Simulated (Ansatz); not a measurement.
## GaP (model structure, within 0.1 Å of Fm-3m, No. 225, 8 atoms in the cell): equilibrium volume per atom by level of theory

No measured value is used here.

```tsv
level (code)	value (Å³/atom)
PBE (Ansatz)	…
PBEsol (Ansatz)	16.47
PBE-D3(BJ) (Ansatz)	16.48
```

### Question
Some entries are withheld; supply them.

### Answer

- PBE (Ansatz, a quantum-chemistry and plane-wave program), value (Å³/atom): 17.16

Ansatz's density-functional and Hartree–Fock values are scalar-relativistic unless marked +SOC, with PAW data made under PBE.

A model structure was made by putting elements into a prototype or built by hand; it is no filed structure, need not be a known phase, and can be a saddle point held by its symmetry.
